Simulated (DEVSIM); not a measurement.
Device: TaN/SiON/p-GaAs capacitor, at 350 K.

Layer 1 from the left is SiON, thickness (nm) 2.50. Layer 2 from the left is GaAs, thickness (nm) 1200, Na (cm⁻³) 2.8e17.

Metal gate on the left, work function 4.4 eV. Fixed charge at the semiconductor interface 0 cm⁻² (in units of +e); no interface traps.

Constants are typed, rounded textbook-type inputs, not results; the design itself was drawn at random and stands for no fabricated device. Values at 300 K; Nc and Nv go as T^1.5, mobilities as T to minus their exponent, the gap by Varshni's rule with the affinity fixed.

SiON: gap (eV) 7, affinity (eV) 1.4, permittivity 5.5. GaAs: gap (eV) 1.424, affinity (eV) 4.07, permittivity 12.9, Nc (cm⁻³) 4.7e17, Nv (cm⁻³) 9e18, Varshni α (eV/K) 0.000541, Varshni β (K) 204.

Q: Estimate by hand the flat-band voltage, the threshold voltage, and compare with a numerical solution.

A: 
- Flat-band voltage: C = 1.95 μF/cm², work-function difference -0.959 V; VFB = φms − qNf/C = -0.96 V; numerical -0.96 V.
- Threshold voltage: φF = 0.633 V, depletion charge √(4εqNφF) = 3.60e-7 C/cm²; VT = VFB + 2φF + Qd/C = 0.49 V; numerical 0.49 V.

DEVSIM, 1D Poisson equation in equilibrium, Boltzmann statistics, complete ionisation; no quantum confinement or tunnelling. Metal contacts follow the ideal Schottky-Mott rule: no Fermi-level pinning, no interface dipoles.
